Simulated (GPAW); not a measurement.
Band structure of Cu₃Au (Pm-3m, 4 atoms in the cell).

```yaml
crystal:
  lattice:
    - [3.79387, 0.00000, 0.00000]
    - [0.00000, 3.79387, 0.00000]
    - [0.00000, 0.00000, 3.79387]
  atoms:
    - { symbol: Cu, position: [0.00000, 0.50000, 0.50000] }
    - { symbol: Cu, position: [0.50000, 0.00000, 0.50000] }
    - { symbol: Cu, position: [0.50000, 0.50000, 0.00000] }
    - { symbol: Au, position: [0.00000, 0.00000, 0.00000] }
```

Method: PBE, GPAW PAW datasets PBE (gpaw-data 1.0.1) (plane waves; GPAW).

Settings: mode = pw; ecut = 850 eV; xc = PBE; kpts = 9 9 9; mesh shift (steps) = 0 0 0; occupations.name = methfessel-paxton; occupations.width = 0.05 eV; occupations.order = 0; nbands = -12; convergence.density = 1e-05 e/electron; convergence.energy = 1e-05 eV/electron; symmetry.symmorphic = false; symmetry.tolerance = 0.0005; maxiter = 100.

The starting cell has typed, rounded lattice constants, without a prior relaxation at this level. Its lattice was rescaled by a random factor within 2.5 % of one. Spin-orbit coupling is off. Spin polarisation is off.

Levels in eV from the Fermi level, bands 19 to 26:
```json
[
 {"point": "Γ", "19": "-1.39", "20": "-1.39", "21": "-1.39", "22": "1.30", "23": "1.30", "24": "1.30", "25": "5.77", "26": "7.21"},
 {"point": "X", "19": "-1.96", "20": "-1.87", "21": "-1.50", "22": "-1.39", "23": "5.70", "24": "5.70", "25": "6.40", "26": "6.40"},
 {"point": "M", "19": "-2.14", "20": "-2.08", "21": "-0.53", "22": "-0.53", "23": "-0.45", "24": "0.26", "25": "8.45", "26": "9.38"},
 {"point": "R", "19": "-1.59", "20": "-1.59", "21": "-0.96", "22": "-0.96", "23": "-0.96", "24": "-0.96", "25": "2.34", "26": "3.92"}
]
```

Bands cross the Fermi level along this path, so the cell is metallic at this level.
